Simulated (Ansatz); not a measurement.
## MoP in the rock salt structure (space group Fm-3m, No. 225; a hypothetical phase, not in the database extracts checked)

```yaml
crystal:
  lattice:
    - [0.00000, 2.45042, 2.45042]
    - [2.45042, 0.00000, 2.45042]
    - [2.45042, 2.45042, 0.00000]
  atoms:
    - { symbol: P, position: [0.00000, 0.00000, 0.00000] }
    - { symbol: Mo, position: [0.50000, 0.50000, 0.50000] }
```

All numbers come from plane-wave PAW DFT at the PBEsol level (Ansatz, a program for electronic structure, 420 eV), no SOC. Γ-centred 16×16×16 mesh, Fermi–Dirac width 0.05 eV.

```json
{
  "volume_per_atom": "14.71 Å³",
  "density": "7.16 g/cm³",
  "band_gap": "zero",
  "total_energy": "-2818.815 eV/atom (σ→0; compares only within this code and set-up)"
}
```

Whether these cells are dynamically stable was not tested. All final runs are without spin polarisation. An odd electron count without spin: MoP. MoP has a high density of states at the Fermi level and may be magnetic at this level.
